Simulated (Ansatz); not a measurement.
We consider SnI₂ (within 0.1 Å of C2/m, No. 12; cell taken from a computed entry), described by r²SCAN+rVV10 in Ansatz (plane waves, PAW).

Run with plane-wave cutoff 500 eV, 10×6×4 k mesh (along the axes of the cell as run), Fermi–Dirac smearing 0.05 eV, scalar-relativistic PAW data made under PBE.

Cell (relaxed at this level):

```cif
data_I6Sn3
_chemical_formula_sum 'Sn3 I6'
_space_group_name_H-M_alt 'P 1'
_space_group_IT_number 1
_cell_length_a 4.44463
_cell_length_b 7.45222
_cell_length_c 10.93097
_cell_angle_alpha 92.084
_cell_angle_beta 90.036
_cell_angle_gamma 107.359
loop_
_space_group_symop_operation_xyz
  'x, y, z'
loop_
_atom_site_label
_atom_site_type_symbol
_atom_site_fract_x
_atom_site_fract_y
_atom_site_fract_z
_atom_site_occupancy
Sn1 Sn 0.00000 0.00000 0.00000 1
Sn2 Sn 0.26511 0.53331 0.30799 1
Sn3 Sn 0.73489 0.46669 0.69201 1
I1 I 0.07957 0.15845 0.73107 1
I2 I 0.92043 0.84155 0.26893 1
I3 I 0.36069 0.72121 0.56056 1
I4 I 0.63931 0.27879 0.43944 1
I5 I 0.35271 0.70572 0.92184 1
I6 I 0.64729 0.29428 0.07816 1
```

**Question.** Estimate the band gap that the calculation returns.

**Answer.** 
band gap: 1.85 eV (on the SCF k mesh)

Spin–orbit coupling is not included; with these elements it can move the gap by several tenths of an eV or more.

The result took roughly 28 core-minutes.

Ansatz is a program for electronic structure.
